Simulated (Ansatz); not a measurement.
**InP, pressure series**

Base system: InP in the zinc blende structure (space group F-43m, No. 216; a = 5.907 Å).

Cell and atoms are relaxed at each pressure.

The values are results of Ansatz (a first-principles code), r2SCAN, PAW, cutoff 500 eV, scalar-relativistic without spin-orbit coupling, not measurements.

```csv
variant,band gap,electron mass,lattice parameter a
base,1.03 eV,0.074 mₑ (at Γ),5.907 Å
pressure −2 GPa,0.84 eV,0.062 mₑ (at Γ),5.969 Å
pressure −1 GPa,0.94 eV,0.068 mₑ (at Γ),5.937 Å
pressure 0.9 GPa,1.10 eV,0.077 mₑ (at Γ),5.882 Å
pressure 2.1 GPa,?,0.083 mₑ (at Γ),5.851 Å
pressure 4.5 GPa,1.36 eV,0.093 mₑ (at Γ),5.794 Å
pressure 9 GPa,1.63 eV,0.11 mₑ (at Γ),5.705 Å
pressure 15 GPa,1.76 eV,"1.8 mₑ along k, 0.24 mₑ across (at X)",5.609 Å
pressure 22.5 GPa,1.64 eV,"1.8 mₑ along k, 0.24 mₑ across (at X)",?
pressure 30 GPa,1.54 eV,"1.9 mₑ along k, 0.24 mₑ across (at X)",5.432 Å
```

### Question
Fill in the withheld entries from the trend.

### Answer

- pressure 2.1 GPa, band gap: 1.20 eV
- pressure 22.5 GPa, lattice parameter a: 5.513 Å

Load acts through the strain it causes; cell and atoms are relaxed under it. Effective masses come from finite differences of ±0.01 Å⁻¹. Along k means along the line from Γ to the band edge. No phonon test of stability was made. Measured, InP leaves this structure (for rock salt) near 9.8 GPa (temperature not stated; as listed in Datta, Sujoy, Jana, Debnarayan, arXiv (2020)).
